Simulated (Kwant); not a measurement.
Device: quantum point contact (saddle potential) in a In0.53Ga0.47As two-dimensional gas. Effective mass 0.041 mₑ, grid spacing 15 nm, hard walls, nominal width 300 nm (19 grid rows, so walls 300 nm apart), one parabolic valley, scattering region 900 nm long along x; energies count from the band bottom; Fermi energy 0.000841 eV. Potential (V0 + ½k y²) cos²(πx/L) for |x| < L/2, with V0 swept from 0.00088305 to 0 eV, k = 4e-07 eV/nm², L = 290 nm.

Constants are typed, rounded textbook-type inputs, not results; the design itself was drawn at random and stands for no fabricated device.

Model: effective-mass tight-binding model on a square grid, one spin, coherent transport at 0 K (Kwant). Conductance is in e²/h.

Task: Compare with the saddle-point formula G = Σ 1/(1 + exp(−2π(E − V0 − ħωy(n + ½))/ħωx)), taking ħωy = ħ√(k/m) and ħωx from the curvature along x of V0 plus half of the mode's confinement energy.

Result: ħωy = 0.862 meV; at V0 = 0.717 meV the lowest mode has ħωx = 0.638 meV.

| V0 (meV) | formula | simulation |
|---|---|---|
| 0.832 | 0.019 | 0.018 |
| 0.717 | 0.046 | 0.046 |
| 0.602 | 0.12 | 0.12 |
| 0.486 | 0.30 | 0.32 |
| 0.371 | 0.62 | 0.66 |
| 0.256 | 0.89 | 0.92 |

The formula takes a parabolic saddle in the continuum; the run has the full potential on a grid.
